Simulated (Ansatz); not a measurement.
Mn on the Al site (Mn_Al) in wurtzite AlN (start: the Al site; 96-site cell, 2×2×2 shifted sampling). The numbers are results of PBE, PAW (plane waves to 420 eV; Ansatz, a program for electronic structure), not measurements. Total energies of the localised charge states, counted from that of charge +1, and their image corrections (point charge with alignment); the host's valence-band maximum lies at 6.942 eV on the cells' energy zero and its gap is 4.03 eV.

```csv
charge,moment (μB),E − E(first) (eV),correction (eV)
+1,3.0,0.000,0.311
0,4.0,8.488,0.000
−1,5.0,17.336,0.118
```

Task: Derive the transition levels above the valence-band maximum and say which of them are thermodynamic.

Result: A level is the Fermi energy at which two charges have equal formation energy: ε(q/q′) = [E(q′) + corr(q′) − E(q) − corr(q)] / (q − q′) − E_VBM.
ε(+1/0) = [(8.488 + 0.000) − (0.000 + 0.311)] / 1 − 6.942 = 1.23 eV
ε(0/−1) = [(17.336 + 0.118) − (8.488 + 0.000)] / 1 − 6.942 = 2.02 eV
Thermodynamic levels at least 0.1 eV inside the gap: (+1/0) at 1.23 eV; (0/−1) at 2.02 eV. They hold to tenths of an eV in this cell. Only the charges listed were compared. Charge −2 has its level within 0.1 eV of a band edge or past it. Flagged in the runs: a host whose relaxation on this sampling wasn't shown to rest.
